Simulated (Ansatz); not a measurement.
Au in the hcp (Mg type) structure (space group P6_3/mmc, No. 194)

Au is modelled in the hexagonal space group P6₃/mmc (No. 194), the hcp (Mg type) structure, Pearson symbol hP2. Lattice parameters: a = 2.862 Å, b = 2.862 Å, c = 4.802 Å, α = 90.00°, β = 90.00°, γ = 120.00°. Au on 2c is coordinated by 12 Au at 2.862–2.915 Å (anticuboctahedral). (Neighbours: up to the widest gap in distance over summed covalent radii, below 1.35, at either atom.)

Computed with DFT with PBEsol, PAW potentials and a 420 eV plane-wave cutoff in Ansatz (a quantum-chemistry and plane-wave program), scalar-relativistic without spin-orbit coupling. Settings: 19×19×10 k-points, 0.05 eV Fermi–Dirac smearing.

```json
{
 "volume_per_atom": "17.03 Å³",
 "density": "19.20 g/cm³",
 "band_gap": "zero",
 "total_energy": "-13007.096 eV/atom (σ→0; compares only within this code and set-up)"
}
```

No phonon test of stability was made. The base started in Cmcm and relaxed to P6_3/mmc at this level. This is not the structure that Au has at room temperature and ambient pressure.
